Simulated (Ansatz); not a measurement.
Base system: ZnSe in the zinc blende structure (space group F-43m, No. 216; a = 5.665 Å).

The values are results of DFT with r2SCAN, PAW potentials and a 500 eV plane-wave cutoff in Ansatz (a program for electronic structure), without spin-orbit coupling, not measurements.

Base values:

| Quantity | Value |
|---|---|
| Volume per atom | 22.73 Å³ |
| Electron mass | 0.12 mₑ (at Γ) |

One thing is altered: cell and atoms relaxed at a pressure of 0.7 GPa.

Q: What happens to the volume per atom and electron mass?

A: The volume per atom drops by 0.24 Å³, from 22.73 Å³ to 22.49 Å³; the electron mass changes from 0.12 mₑ (at Γ) to 0.13 mₑ (at Γ).

The levels and masses belong to the bands next to the band gap. Load acts through the strain it causes; cell and atoms are relaxed under it. Masses are band curvatures over ±0.01 Å⁻¹ around the edge. No phonon test of stability was made.
